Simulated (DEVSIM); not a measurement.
# Si p+/n-/n+ power diode

Structure: Si p+/n-/n+ power diode, at 250 K.

```tsv
layer (left to right)	material	thickness (μm)	Nd (cm⁻³)	Na (cm⁻³)	τn (s)	τp (s)
1	Si	1.30	-	1.9e18	1.7e-7	1.7e-7
2	Si	26.0	1.2e15	-	1.7e-7	1.7e-7
3	Si	3.10	4.5e18	-	1.7e-7	1.7e-7
```

Left contact: ohmic. Right contact: ohmic. Voltage is applied to the left contact. Recombination: SRH at mid-gap. Mobility is constant in doping.

This is a model device: material constants are rounded textbook-type values typed into the input, and sizes, dopings and lifetimes were drawn at random. Values at 300 K; Nc and Nv go as T^1.5, mobilities as T to minus their exponent, the gap by Varshni's rule with the affinity fixed.

```csv
parameter,Si
gap (eV),1.124
affinity (eV),4.05
permittivity,11.7
Nc (cm⁻³),2.86e19
Nv (cm⁻³),3.1e19
μn (cm²/Vs),1417
μp (cm²/Vs),470
T exponent of μn,2.3
T exponent of μp,2.2
Varshni α (eV/K),0.000473
Varshni β (K),636
```

Model (solved in DEVSIM): 1D drift-diffusion, Boltzmann statistics, complete ionisation; no tunnelling, impact ionisation, image-force lowering or self-heating.

```
Quantity                                         Value
---------------------------------------------  -------
Potential step across the device at zero bias  1.048 V
Dark forward voltage at 1 A/cm²                0.715 V
Dark forward voltage at 100 A/cm²              0.879 V
```

Dark forward current:

```
V (V)  J (A/cm²)
-----  ---------
0.05     5.8e-10
0.10      2.4e-9
0.15      8.4e-9
0.20      2.9e-8
0.25      9.8e-8
0.30      3.4e-7
0.35      1.2e-6
0.40      4.9e-6
0.45      2.3e-5
0.50     0.00014
0.55      0.0011
0.60       0.010
0.65       0.093
0.70        0.64
0.75         2.7
0.80          10
0.85          42
0.90         190
0.95         790
1.00        2700
```

Small-signal capacitance in reverse bias (quasi-static):

```csv
V (V),C (nF/cm²)
-1,7.50
-2.5,5.51
-5,4.14
-7.5,3.46
-10,3.04
-15,2.51
-20,2.19
-25,1.96
-32.5,1.73
-40,1.56
-50,1.40
```
